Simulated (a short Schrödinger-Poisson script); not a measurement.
Stack: gated Al0.4Ga0.6N/GaN polarisation-induced gas, at 300 K.

| layer | material | thickness (nm) | Na (cm⁻³) |
|---|---|---|---|
| 1 | Al0.4Ga0.6N | 25 | - |
| 2 | GaN | 6000 | 1e14 |

Constants are typed, rounded textbook-type inputs, not results; the design itself was drawn at random and stands for no fabricated device. Al0.4Ga0.6N: permittivity 9.26, conduction-band edge (eV) 0.58, gap (eV) 4.258, electron mass (mₑ) 0.248, Nv at 300 K (cm⁻³) 4.6e19. GaN: permittivity 9.5, conduction-band edge (eV) 0, gap (eV) 3.43, Nv at 300 K (cm⁻³) 4.6e19.

Channel valleys (confinement mass, in-plane density-of-states mass, number): Γ 0.2, 0.2, 1. At the gate the conduction-band edge of layer 1 lies 1.36 eV − eVg above the Fermi level of the channel; the field vanishes at the back. Sheet of polarisation charge: +2e13 e/cm² at 25 nm from the gate. The barrier under the gate holds no holes. Gaps are held at their typed values at every temperature. Mesh 0.08 nm at interfaces.

Solved with a short Schrödinger-Poisson script written for these runs: 1D Poisson equation in equilibrium, electrons quantum, Hartree plus LDA exchange-correlation (BenDaniel-Duke, 40 states a valley, the channel's in-plane mass for all, wave functions free to enter the barrier), parabolic valleys, classical holes, full ionisation, no traps, pinning or gate leakage.

The same stack at other levels of the model or other numerical settings:

```tsv
run	sheet density of all electrons at Vg = 0.5 V (cm⁻²)	sheet density of all electrons at Vg = -5.5 V (cm⁻²)	capacitance at Vg = 0.5 V (μF/cm²)	centroid of the channel electrons at Vg = 0.5 V (nm)	rough cost against the base
base	1.84e13	6.60e12	0.319	1.82	about 1
electrons treated as classical, Boltzmann	…	6.85e12	0.325	0.78	0.01
electrons treated as classical, Fermi-Dirac	1.83e13	6.62e12	0.315	1.78	0.05
electrons treated as quantum, Hartree	1.83e13	6.52e12	0.319	…	0.6
mesh six times as coarse	1.84e13	6.59e12	0.320	…	0.3
one subband a valley	1.84e13	6.59e12	0.318	1.47	0.3
```

**Question.** What belongs in the gaps?

**Answer.** 
- electrons treated as classical, Boltzmann, sheet density of all electrons at Vg = 0.5 V (cm⁻²): 1.90e13
- mesh six times as coarse, centroid of the channel electrons at Vg = 0.5 V (nm): 1.75
- electrons treated as quantum, Hartree, centroid of the channel electrons at Vg = 0.5 V (nm): 1.99

The classical rows ignore confinement, and Boltzmann statistics overrate the density once the band edge passes the Fermi level.
